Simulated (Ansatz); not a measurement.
**A computed series for NiO: response to strain and stress**

Take NiO in the rock salt structure (space group Fm-3m, No. 225; a = 4.1906 Å; ferromagnetic) as the base. Axes: x, y, z lie along the cube axes.

Strains are applied to the cell and any free atomic positions relax; under stress the whole cell relaxes.

Level of theory: DFT with r2SCAN, PAW potentials and a 500 eV plane-wave cutoff in Ansatz (a quantum-chemistry and plane-wave program), no SOC, earlier PAW set.

Candidates:
(a) uniaxial stress, 3 GPa compression along z
(b) isotropic strain +2.41 %
(c) isotropic strain −5.72 %

Notes on the quantities. energy relative to the base: free energy F.

Q: Order them by energy relative to the base, highest first.

A: (c) isotropic strain −5.72 % (+0.223 eV/atom), (b) isotropic strain +2.41 % (+30 meV/atom), (a) uniaxial stress, 3 GPa compression along z (+0.8 meV/atom)

Stability under load was not tested beyond the relaxation. No Hubbard U is applied and the magnetic state is the run's own (NiO ferromagnetic); small cells can't hold the antiferromagnetic order that many such compounds have, so gaps and moments can be off. In its common phase, real NiO is an antiferromagnetic insulator at low temperature.
